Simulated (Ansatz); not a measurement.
tetragonal ZrO2 (0 0 1) on diamond (0 0 1) (film strained to the substrate, faces as cut)

A periodic stack without vacuum, tetragonal ZrO2 (0 0 1) on diamond (0 0 1) (film strained to the substrate, faces as cut): substrate slab C32, film Zr5O12, surface cells [[0, -1], [2, 1]] and [[0, 1], [-1, 0]], film strained by -1.4 and -1.4 %, faces C/C and O/O as cut (like faces can put a slab off its formula).

The start was prepared with a machine-learned potential, and the result is one local minimum, with the in-plane cell held and forces under 0.04 eV/Å; the film can end far from its bulk form.

Levels used, each named beside its values: PBE (plane waves to 420 eV, PAW; Ansatz, a program for electronic structure); HSE06 (plane waves to 420 eV, PAW; Ansatz). Geometries and values that name no level are of the first. Spin–orbit coupling is left out; PBE gaps are too small against experiment. Its k-point mesh 7×7×1, Fermi–Dirac width 0.05 eV. HSE06 ran on meshes of its own (9×9×9, 5×5×3); its edges and gaps are taken over the mesh and over extra points off it, mostly where PBE has its edges.

The interface area is 12.8 Å². The period is 28.78 Å and the gaps between the outermost planes at the two interfaces is 1.30 and 1.30 Å. The C–O contacts across the interfaces within 1.22 times the sum of covalent radii is 4, mean 1.38 Å, the C–Zr contacts across the interfaces within 1.22 times the sum of covalent radii comes out as 4, mean 3.05 Å and the Fermi level over the substrate's valence edge (PBE) is +0.77 eV. The valence offset, film less substrate (PBE) comes out as -2.58 eV and the conduction offset (PBE) is -2.54 eV. The valence offset, film less substrate (HSE06 edges on the PBE line-up) is -2.99 eV and the conduction offset (HSE06 edges on the PBE line-up) comes out as -2.47 eV. The spin-polarised check at this geometry comes out as falls back to no moment and the levels of the stack inside the substrate's PBE gap at the listed points (of the film's bands or of the interfaces) is 42.

```yaml
crystal:
  lattice:
    - [3.57155, 0.00001, -0.00501]
    - [0.00000, 3.57154, 0.02287]
    - [-0.78582, 0.64071, 28.78468]
  atoms:
    - { symbol: C, position: [0.96169, 0.94381, 0.04342] }
    - { symbol: C, position: [0.46039, 0.44375, 0.04341] }
    - { symbol: C, position: [0.12281, 0.28175, 0.01445] }
    - { symbol: C, position: [0.78270, 0.62125, 0.01494] }
    - { symbol: C, position: [0.47646, 0.92952, 0.10672] }
    - { symbol: C, position: [0.97576, 0.43023, 0.10550] }
    - { symbol: C, position: [0.70812, 0.17630, 0.07499] }
    - { symbol: C, position: [0.22962, 0.69783, 0.07504] }
    - { symbol: C, position: [0.99054, 0.91556, 0.16815] }
    - { symbol: C, position: [0.49040, 0.41556, 0.16815] }
    - { symbol: C, position: [0.23233, 0.17372, 0.13711] }
    - { symbol: C, position: [0.73427, 0.67177, 0.13714] }
    - { symbol: C, position: [0.50485, 0.90116, 0.23024] }
    - { symbol: C, position: [0.00474, 0.40125, 0.23019] }
    - { symbol: C, position: [0.74725, 0.15802, 0.19918] }
    - { symbol: C, position: [0.24800, 0.65876, 0.19919] }
    - { symbol: C, position: [0.01954, 0.88726, 0.29227] }
    - { symbol: C, position: [0.51873, 0.38644, 0.29227] }
    - { symbol: C, position: [0.26191, 0.14408, 0.26121] }
    - { symbol: C, position: [0.76201, 0.64398, 0.26127] }
    - { symbol: C, position: [0.53438, 0.87155, 0.35435] }
    - { symbol: C, position: [0.03254, 0.37340, 0.35432] }
    - { symbol: C, position: [0.77627, 0.12963, 0.32330] }
    - { symbol: C, position: [0.27633, 0.62971, 0.32330] }
    - { symbol: C, position: [0.05856, 0.86882, 0.41638] }
    - { symbol: C, position: [0.53714, 0.34737, 0.41648] }
    - { symbol: C, position: [0.29035, 0.11574, 0.38475] }
    - { symbol: C, position: [0.79095, 0.61491, 0.38595] }
    - { symbol: C, position: [0.64237, 0.76157, 0.47701] }
    - { symbol: C, position: [0.98195, 0.42159, 0.47651] }
    - { symbol: C, position: [0.80450, 0.09922, 0.44805] }
    - { symbol: C, position: [0.30433, 0.60084, 0.44803] }
    - { symbol: Zr, position: [0.10961, 0.83511, 0.56666] }
    - { symbol: Zr, position: [0.63669, 0.31771, 0.65569] }
    - { symbol: O, position: [0.59255, 0.82671, 0.52391] }
    - { symbol: O, position: [0.62596, 0.82774, 0.61433] }
    - { symbol: O, position: [0.07691, 0.34092, 0.52212] }
    - { symbol: O, position: [0.12740, 0.32741, 0.60765] }
    - { symbol: Zr, position: [0.15793, 0.79673, 0.74572] }
    - { symbol: Zr, position: [0.67897, 0.27553, 0.83577] }
    - { symbol: O, position: [0.64855, 0.80631, 0.70554] }
    - { symbol: O, position: [0.66924, 0.78553, 0.79552] }
    - { symbol: O, position: [0.14641, 0.30848, 0.69596] }
    - { symbol: O, position: [0.16704, 0.28761, 0.78592] }
    - { symbol: Zr, position: [0.19621, 0.74925, 0.92480] }
    - { symbol: O, position: [0.68849, 0.76705, 0.88382] }
    - { symbol: O, position: [0.70220, 0.71634, 0.96934] }
    - { symbol: O, position: [0.18875, 0.26562, 0.87713] }
    - { symbol: O, position: [0.18794, 0.23202, 0.96755] }
```
